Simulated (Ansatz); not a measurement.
```
CELL_PARAMETERS angstrom
      5.87651    -0.00082    -0.09813
     -0.00048     3.08290    -0.05839
     -3.03508     0.36703    34.46219
ATOMIC_POSITIONS crystal
  Ga 0.90364 0.94634 0.26418
  Ga 0.66471 0.22691 0.02938
  O  0.54834 0.75043 0.05342
  O  0.87569 0.44343 0.23395
  Ga 0.04711 0.53156 0.08743
  Ga 0.36548 0.94272 0.20117
  Ga 0.54824 0.90502 0.11194
  Ga 0.86570 0.43611 0.17679
  O  0.33636 0.42136 0.11270
  O  0.07198 0.93633 0.17541
  O  0.79547 0.44320 0.11853
  O  0.61648 0.94092 0.17107
  O  0.39274 0.44536 0.23140
  O  0.98588 0.03701 0.05671
  Ga 0.45189 0.19298 0.61177
  Ga 0.22341 0.45949 0.37699
  Ga 0.40367 0.44973 0.28845
  Ga 0.72350 0.95607 0.35276
  O  0.19698 0.94981 0.29015
  O  0.93000 0.45602 0.35115
  O  0.64984 0.95032 0.29382
  O  0.47737 0.45550 0.34745
  O  0.25104 0.96239 0.40727
  O  0.57823 0.65888 0.58760
  Ga 0.76094 0.46313 0.44012
  Ga 0.07836 0.87111 0.55330
  Ga 0.26056 0.96985 0.46432
  Ga 0.57798 0.50061 0.52934
  O  0.05424 0.46968 0.46588
  O  0.78992 0.98366 0.52817
  O  0.50959 0.46505 0.47019
  O  0.33003 0.96324 0.52265
  O  0.13722 0.36518 0.58447
  O  0.73400 0.96054 0.40990
  Au 0.70082 0.29830 0.73475
  Au 0.20599 0.29946 0.73363
  Au 0.91643 0.79853 0.67827
  Au 0.41362 0.78399 0.67416
  Au 0.77774 0.30892 0.84953
  Au 0.27074 0.30896 0.84946
  Au 0.98967 0.80323 0.79184
  Au 0.48759 0.80496 0.79195
  Au 0.84450 0.32555 0.96599
  Au 0.35254 0.31408 0.96453
  Au 0.06016 0.81265 0.90895
  Au 0.55961 0.81536 0.90536
```

The first 34 atoms are the substrate (Ga2O3-b), the rest the film (Au).

Method: PBE (plane waves to 420 eV, PAW; Ansatz, an electronic-structure program). No spin–orbit coupling; the runs are not spin-polarised; PBE gaps are too small against experiment. Its k-point mesh 5×8×1, Fermi–Dirac width 0.05 eV.

Describe the bonding at the interfaces and give the barriers.

A periodic stack without vacuum, fcc Au (0 0 1) on beta Ga2O3 (1 0 0) (film strained to the substrate, faces as cut): substrate slab Ga14O20, film Au12, surface cells [[0, 1], [-1, 0]] and [[-2, 0], [-1, -1]], film strained by 0.0 and +4.9 %, faces Ga/Ga and Au/Au as cut (like faces can put a slab off its formula).
| Item | Value |
|---|---|
| interface area | 18.1 Å² |
| period | 34.41 Å |
| gaps between the outermost planes at the two interfaces | 2.15 and 2.18 Å |
| Au–Ga contacts across the interfaces within 1.22 times the sum of covalent radii | 4, mean 2.67 Å |
| hole barrier (PBE) | 1.60 eV |
| electron barrier (PBE) | 0.40 eV |
